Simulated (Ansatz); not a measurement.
Corundum Ga₂O₃ (metastable phase) was calculated with PBE-D4 in Ansatz (plane waves, PAW).

Numerical settings: plane-wave cutoff 500 eV, 8×8×8 k mesh, gaussian smearing 0.02 eV, scalar-relativistic PAW data made under PBE.

Cell (relaxed at this level):

```
CELL_PARAMETERS angstrom
      4.72533    -2.50999    -0.00458
      4.72533     2.50999    -0.00458
      3.39609     0.00000     4.13466
ATOMIC_POSITIONS crystal
  Ga 0.85599 0.85599 0.85599
  Ga 0.35599 0.35599 0.35599
  Ga 0.14401 0.14401 0.14401
  Ga 0.64401 0.64401 0.64401
  O  0.44681 0.05319 0.75000
  O  0.05319 0.75000 0.44681
  O  0.55319 0.94681 0.25000
  O  0.25000 0.55319 0.94681
  O  0.94681 0.25000 0.55319
  O  0.75000 0.44681 0.05319
```

Question: What does this level give for the band gap?

Answer: 
band gap: 2.67 eV (on the SCF k mesh)

Spin–orbit coupling is not included.

Computed values are for the static lattice.

It cost very roughly 110 core-seconds of CPU time.

Ansatz is a program for electronic structure.
